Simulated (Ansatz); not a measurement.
# CsI in the zinc blende structure (space group F-43m, No. 216; a hypothetical phase, not in the database extracts checked)

```cif
data_Cs4I4
_chemical_formula_sum 'I4 Cs4'
_space_group_name_H-M_alt 'F-43m'
_space_group_IT_number 216
_space_group_name_Hall 'F -4 2 3'
_cell_length_a 8.74283
_cell_length_b 8.74283
_cell_length_c 8.74283
_cell_angle_alpha 90.000
_cell_angle_beta 90.000
_cell_angle_gamma 90.000
loop_
_atom_site_label
_atom_site_type_symbol
_atom_site_symmetry_multiplicity
_atom_site_Wyckoff_symbol
_atom_site_fract_x
_atom_site_fract_y
_atom_site_fract_z
_atom_site_occupancy
I1 I 4 c 0.25000 0.25000 0.25000 1
Cs1 Cs 4 a 0.00000 0.00000 0.00000 1
```
(The calculation used a cell of 2 atoms; values per cell refer to that cell.)

The values are results of PBE (Ansatz, an electronic-structure program; PAW; 420 eV plane waves; without spin-orbit coupling), not measurements. k-mesh 7×7×7 (Γ-centred); smearing 0.05 eV (Fermi–Dirac).

Volume per atom: 83.53 Å³
Density: 2.58 g/cm³
Band gap: 3.72 eV, indirect, W → Γ
Electron mass: 0.48 mₑ
Lowest conduction-band minima above the VBM: Γ 3.72 eV; X along ⟨100⟩ 5.00 eV
Total energy: -6593.319 eV/atom (σ→0; compares only within this code and set-up)

With I present, leaving out spin-orbit coupling can change the band edges. Effective masses come from finite differences of ±0.01 Å⁻¹. Whether these cells are dynamically stable was not tested.
